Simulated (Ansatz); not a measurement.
Where the default PAW files enter, the runs use the earlier of Ansatz's two default sets.

Tunnelling through a barrier is set by its complex band structure: the current falls as exp(−2κd) with the smallest κ.

Input:

```xyz
2
Lattice="4.6592 0.0000 0.0000 0.0000 4.6592 0.0000 2.3296 -2.3296 3.2945" Properties=species:S:1:pos:R:3 pbc="T T T"
K      0.0000     0.0000     0.0000
Br     2.3296     2.3296     0.0000
```

Space group of this cell: Fm-3m, rock salt. The cell is taken as given.

Transport runs along the normal of the first two printed cell vectors, the (001) plane of the conventional cell.

The gap is the functional's own, uncorrected, and κ follows it; spin-orbit coupling is left out. Mid-gap values are interpolated between the computed energies.

### Question
State the band gap and the smallest decay constant κ at mid-gap according to r2SCAN (Ansatz, a quantum-chemistry and plane-wave program).

### Answer
Gap 5.09 eV on a 10×10×10 mesh; κ = 0.355 1/Å, at the zone centre.
